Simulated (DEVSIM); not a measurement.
abrupt Ge n-p junction

System: abrupt Ge n-p junction, at 250 K.

```csv
layer (left to right),material,thickness (μm),Nd (cm⁻³),Na (cm⁻³),τn (s),τp (s)
1,Ge,72.0,2.7e18,-,0.00052,0.00052
2,Ge,2.20,-,5.8e15,0.00052,0.00052
```

Left contact: ohmic. Right contact: ohmic. Voltage is applied to the left contact. Recombination: SRH at mid-gap. Mobility is μmin + (μ − μmin)/(1 + (N/Nref)^α).

Constants are typed, rounded textbook-type inputs, not results; the design itself was drawn at random and stands for no fabricated device. Values at 300 K; Nc and Nv go as T^1.5, mobilities as T to minus their exponent, the gap by Varshni's rule with the affinity fixed.

```
parameter               Ge
----------------  --------
gap (eV)             0.664
affinity (eV)            4
permittivity            16
Nc (cm⁻³)          1.04e19
Nv (cm⁻³)             6e18
μn (cm²/Vs)           3900
μp (cm²/Vs)           1900
μn,min                 150
μp,min                 100
Nref,n              2.6e17
Nref,p                4e17
αn                    0.56
αp                     0.6
T exponent of μn      1.66
T exponent of μp      2.33
Varshni α (eV/K)  0.000477
Varshni β (K)          235
```

DEVSIM, 1D drift-diffusion, Boltzmann statistics, complete ionisation; no tunnelling, impact ionisation, image-force lowering or self-heating.

```yaml
potential_step_across_the_device_at_zero_bias: 0.516 V
largest_field_in_the_device_at_zero_bias: 73000 V/cm
Dark forward voltage at 1 A/cm²: 0.251 V
Dark forward voltage at 100 A/cm²: 0.355 V
```

Dark forward current:

```json
[
 {"V (V)": "-0.05", "J (A/cm²)": "-8.7e-5"},
 {"V (V)": "-0.10", "J (A/cm²)": "-0.00096"},
 {"V (V)": "-0.15", "J (A/cm²)": "-0.0097"},
 {"V (V)": "-0.20", "J (A/cm²)": "-0.097"},
 {"V (V)": "-0.25", "J (A/cm²)": "-0.97"},
 {"V (V)": "-0.30", "J (A/cm²)": "-9.5"},
 {"V (V)": "-0.35", "J (A/cm²)": "-84"},
 {"V (V)": "-0.40", "J (A/cm²)": "-490"},
 {"V (V)": "-0.45", "J (A/cm²)": "-1600"},
 {"V (V)": "-0.50", "J (A/cm²)": "-3400"}
]
```

Small-signal capacitance in reverse bias (quasi-static):

```
V (V)  C (nF/cm²)
-----  ----------
0.1          35.8
0.25         31.3
0.5          26.6
0.75         23.6
1            21.4
1.5          18.4
2            16.4
2.5          14.9
```
